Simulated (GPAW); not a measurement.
Equation of state of fcc Ag (space group 225): energy against volume (GPAW, PBEsol)

```
CELL_PARAMETERS angstrom
      0.00000     1.98562     1.98562
      1.98562     0.00000     1.98562
      1.98562     1.98562     0.00000
ATOMIC_POSITIONS crystal
  Ag 0.00000 0.00000 0.00000
```

Method of the run: PBEsol, GPAW PAW datasets PBEsol (made by gpaw-setup) (plane waves; GPAW 25.7.0). Settings: mode = pw; ecut = 585 eV; xc = PBEsol; kpts = 25 25 25; mesh shift (steps) = 0 0 0; occupations.name = fermi-dirac; occupations.width = 0.05 eV; nbands = -7; convergence.density = 1e-05 e/electron; symmetry.symmorphic = false; symmetry.tolerance = 0.0005; maxiter = 100. The cell above is the first row's. The rows scale it uniformly. In all rows the k mesh is held. E is the free energy at the stated smearing, counted from the lowest row.

| V (Å^3/atom) | E (meV/atom) |
|---|---|
| 15.657 | 25.76 |
| 15.998 | 10.74 |
| 16.338 | 2.44 |
| 16.679 | 0.00 |
| 17.019 | 2.85 |
| 17.359 | 9.99 |
| 17.700 | 21.01 |
| 18.040 | 35.38 |
| 18.380 | ? |

**Question.** Using the third-order Birch-Murnaghan form, a cubic in V^(-2/3), estimate the missing E at V = 18.380 from the other rows, showing the fit.

**Answer.** With u = V^(-2/3) - 0.152, the rows have u = 0.007782, 0.005503, 0.003310, 0.001186, -0.000861, -0.002841, -0.004763, -0.006619. Least squares gives E = 1.062 - 1530.15·u + 576260·u² + 3654505·u³. Residuals (row less fit): -0.015, 0.039, -0.003, -0.064, 0.046, 0.013, -0.018, 0.003; standard error 0.046 (degrees of freedom: 4). Its minimum lies at u = 0.001311, so V0 = (0.153311)^(-3/2) = 16.66. There d²E/du² = 1181000 and d³E/du³ = 2.193e7, so B0 = (4/9) × 16.66^(-7/3) × 1181000 × 0.160218 = 119 GPa (the last factor turns the table's units into GPa), and B0' = 4 + (2/3) × 0.153311 × (2.193e7)/1181000 = 5.9. The program's pressures in the fitted runs (not shown) pass through zero at V = 16.66, 0.01 % from this V0. At the withheld row, u = -0.008417, so E = 1.062 - 1530.15 × (-0.008417) + 576260 × (-0.008417)² + 3654505 × (-0.008417)³ = 52.588 meV/atom. The calculation gives 52.66 meV/atom, 0.072 meV/atom above the prediction (0.1 % of the range of E in the table). The row lies outside the fitted rows, so this is an extrapolation. From the scatter of the fitted rows alone, a prediction at this place has a standard error of 0.111 meV/atom, so the miss is 0.6 times that.

Carrying the step between the two nearest rows on in a straight line would have given 49.75, off by 2.91; series whose last step already gives the withheld value aren't shown. The scan was laid around a cell of about the measured size, scaled by a guess for this functional. Cutoffs and mesh are single choices, not tested for convergence of this quantity. Series with a scatter that would blur these digits, or in which a gap closes, are not shown. Nor are scans whose minimum lies at an end fitted in this form.
